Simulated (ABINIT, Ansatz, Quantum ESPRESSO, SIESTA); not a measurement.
## One structure in several programs: PbF₂ (Fm-3m, 3 atoms in the cell)

Self-consistent single point.

```
PbF2
1.0
    0.00000     2.97000     2.97000
    2.97000     0.00000     2.97000
    2.97000     2.97000     0.00000
Pb F
1 2
Direct
  0.00000   0.00000   0.00000
  0.25000   0.25000   0.25000
  0.75000   0.75000   0.75000
```

Shared settings, as Ansatz (a first-principles code) writes them: kpoints.mp_grid.grid = 7 7 7; magnetization.spin_orbit = true; scf.occupations.method = fermi_dirac; scf.occupations.width = 0.0015 Ry. Potentials and cutoffs stand in the table.

| code | model | pressure (GPa) | gap on the mesh (eV) | cutoff |
|---|---|---|---|---|
| SIESTA | GGA PBE with spin-orbit coupling, numerical atomic orbitals TZP, PseudoDojo PBE fully relativistic norm-conserving potentials (rewritten from UPF to PSML) | – | 4.105 | grid 350 Ry |
| ABINIT | PBE, spin-orbit coupling, PAW (JTH v2.0 PBE PAW) | 1.66 | 4.140 | 653 eV |
| Ansatz | PBE with spin-orbit coupling, default PAW files | 1.62 | 4.081 | default |
| Quantum ESPRESSO | PBE, spin-orbit coupling, PseudoDojo fully relativistic norm-conserving (PBE) pseudopotentials | 2.18 | 4.089 | 85 Ry |

A dash marks a value that a program does not give, or that is left out as unsure.

Gaps are read on the mesh.

The spread over the programs that give each value: pressure within 0.56 GPa; gap on the mesh within 0.059 eV.

SIESTA uses small atom-centred bases, whose incompleteness enters pressures, forces and empty levels differently from a plane-wave cutoff. Ansatz's pressure is given at a fixed set of plane waves, as the other plane-wave codes print theirs; with its correction for the finite basis it is 2.08 GPa (the shift of 0.46 GPa shows how far the cutoff is from converged).

The starting cell has typed, rounded lattice constants, without a prior relaxation at this level.

Left out of this page: Elk (unsound by tests on forces, stress, charge or solver warnings); FLEUR (with a known weakness of the program).

Keys are those of Ansatz 0.2.
